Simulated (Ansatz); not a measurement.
We look at the energy of the reaction as written. Reaction: cell B → cell A. Negative: the products are lower in energy.

Cell A: a sheet of composition Cu, 1 atom, square cell of 2.35 Å (5.5 Å²), symmetry P4/mmm, 0.0 Å thick under 16 Å of vacuum, in-plane vectors relaxed; planes from bottom to top: Cu; a model cell; spin state with PBE: run without spin, k-point mesh 26×26×1.
```
Cu
1.0
    2.35332     0.00000     0.00000
    0.00000     2.35332     0.00000
    0.00000     0.00000    16.00000
Cu
1
Direct
  0.00000   0.00000   0.50000
```

Cell B: a sheet of composition Cu, 1 atom, hexagonal cell of 2.43 Å (5.1 Å²), symmetry P6/mmm, 0.0 Å thick under 16 Å of vacuum, in-plane vectors relaxed; planes from bottom to top: Cu; a model cell; spin state with PBE: run without spin, k-point mesh 30×30×1.
```yaml
crystal:
  lattice:
    - [2.42920, 0.00000, 0.00000]
    - [-1.21460, 2.10375, 0.00000]
    - [0.00000, 0.00000, 16.00000]
  atoms:
    - { symbol: Cu, position: [0.00000, 0.00000, 0.50000] }
```

Plane-wave PAW calculations with Ansatz (a first-principles code), its default PAW set, cutoff 420 eV, 500 eV for r2SCAN. The structures are at rest with PBE; other levels are single points on them. Neutral cells; Fermi-Dirac smearing of at most 0.10 eV in the solids, energies taken to zero width. The lattices are those relaxed with PBE, so at other levels the solids can be strained, which adds to the spread. A dispersion term (D3(BJ), or D4 for r2SCAN) was computed beside these levels and is taken off wherever the name lacks it. No zero-point or thermal terms. The cells' k-point meshes differ in density, so the last digit is unsettled. Cell A has symmetry P4/mmm and got no random move, so less symmetric positions, which may lie lower, weren't tried. Cell B has symmetry P6/mmm and got no random move, so less symmetric positions, which may lie lower, weren't tried.

Question: What is the computed value (PBE)?

Answer: 0.32 eV, for cell B → cell A.

Question: What do the other levels give, and how wide is the spread?

Answer: 
```csv
Method,value (eV),less PBE
r2SCAN,0.35,0.03
```

The levels span only 0.03 eV, too little to tell them apart.
